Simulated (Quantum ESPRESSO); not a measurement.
Quantum ESPRESSO run on CdH2O2 (P-3m1, 5 atoms in the cell): self-consistent single point.

Computed with PBEsol, GBRV 1.5 ultrasoft (PBESOL) pseudopotentials (plane waves; Quantum ESPRESSO 7.5).

The change in words: lattice scaled by 0.98. Reference geometry:
```
Cd(HO)2
1.0
    3.48248     0.00000     0.00000
   -1.74124     3.01592     0.00000
    0.00000     0.00000     4.59934
Cd H O
1 2 2
Direct
  0.00000   0.00000   0.00000
  0.66667   0.33333   0.55096
  0.33333   0.66667   0.44904
  0.66667   0.33333   0.75937
  0.33333   0.66667   0.24063
```

Reference input (self-consistent single point, DFT, PBEsol, plane waves, GBRV 1.5 ultrasoft (PBESOL) pseudopotentials): ecutwfc = 40 Ry; ecutrho = 200 Ry; occupations = fixed; potentials = {Cd: cd_pbesol_v1.uspp.F.UPF, H: h_pbesol_v1.4.uspp.F.UPF, O: o_pbesol_v1.2.uspp.F.UPF}; K_POINTS = automatic 9 9 6 0 0 0; nbnd = 19; conv_thr = 1e-11 Ry; mixing_beta = 0.4. This run's input differs from it in these lines:

```diff
@@ -28,6 +28,6 @@
 Cd    0.0000000000    0.0000000000    0.0000000000
-H     3.2904701627    1.8997538342    4.7886607933
-H     0.0000000000    3.7995076684    3.9028246018
-O     3.2904701627    1.8997538342    6.6000532645
-O     0.0000000000    3.7995076684    2.0914321306
+H     3.2246608156    1.8617587899    4.6928872859
+H     0.0000000000    3.7235175798    3.8247678722
+O     3.2246608156    1.8617587899    6.4680517974
+O     0.0000000000    3.7235175798    2.0496033607
 K_POINTS {automatic}
@@ -35,5 +35,5 @@
 CELL_PARAMETERS {angstrom}
-   3.4824836465     0.0000000000     0.0000000000
-  -1.7412418232     3.0159193061     0.0000000000
-   0.0000000000     0.0000000000     4.5993360000
+   3.4128340330     0.0000000000     0.0000000000
+  -1.7064170165     2.9556009715     0.0000000000
+   0.0000000000     0.0000000000     4.5073490000
```

Output, abridged:

```
     Self-consistent Calculation

     iteration #  1     ecut=    40.00 Ry     beta= 0.40

---- Real-time Memory Report at c_bands before calling an iterative solver
            92 MiB given to the printing process from OS
            41 MiB allocation reported by mallinfo(arena+hblkhd)
------------------

     negative rho (up, down):  2.102E-02 0.000E+00

     total energy              =    -181.20589648 Ry
     estimated scf accuracy    <       0.46866814 Ry

     iteration #  2     ecut=    40.00 Ry     beta= 0.40

---- Real-time Memory Report at c_bands before calling an iterative solver
   [... lines left out ...]
           144 MiB given to the printing process from OS
            70 MiB allocation reported by mallinfo(arena+hblkhd)
------------------

     negative rho (up, down):  2.142E-02 0.000E+00

     total energy              =    -181.31613361 Ry
     estimated scf accuracy    <          2.3E-10 Ry

     iteration # 11     ecut=    40.00 Ry     beta= 0.40

---- Real-time Memory Report at c_bands before calling an iterative solver
           144 MiB given to the printing process from OS
            70 MiB allocation reported by mallinfo(arena+hblkhd)
------------------

     negative rho (up, down):  2.142E-02 0.000E+00
     End of self-consistent calculation

     highest occupied, lowest unoccupied level (ev):     5.8820    7.7278

!    total energy              =    -181.31613361 Ry
     estimated scf accuracy    <          3.4E-12 Ry

     convergence has been achieved in  11 iterations

     negative rho (up, down):  2.142E-02 0.000E+00

     Forces acting on atoms (cartesian axes, Ry/au):

     atom    1 type  1   force =     0.00000000   -0.00000000    0.00000000
     atom    2 type  2   force =     0.00000000    0.00000000   -0.10687846
     atom    3 type  2   force =     0.00000000    0.00000000    0.10687846
     atom    4 type  3   force =     0.00000000    0.00000000    0.08527045
     atom    5 type  3   force =    -0.00000000   -0.00000000   -0.08527045

     Total force =     0.193360     Total SCF correction =     0.000002

     negative rho (up, down):  2.142E-02 0.000E+00
          total   stress  (Ry/bohr**3)                   (kbar)     P=      139.32
   0.00061757   0.00000000   0.00000000           90.85        0.00        0.00
   0.00000000   0.00061757   0.00000000            0.00       90.85        0.00
   0.00000000   0.00000000   0.00160609            0.00        0.00      236.26

   JOB DONE.
```

The run converged in 11 iterations. Against the reference run the free energy rises by 33.0 meV/atom, the pressure goes from 4.61 to 13.93 GPa, the largest force goes from 1.541 to 2.748 eV/Å and the gap on the mesh goes from 1.688 to 1.846 eV.

The starting cell comes from a database of computed structures (which also holds hypothetical and non-ambient phases and stackings), without a prior relaxation at this level. Its lattice was rescaled by a random factor within 2.5 % of one. For this run, on top of that: lattice scaled by 0.98. With a pressure of about 14 GPa the cell is away from its equilibrium volume at this level. Forces in this geometry exceed 1 eV/Å.

Cost on one core of a shared machine: roughly 40 s.
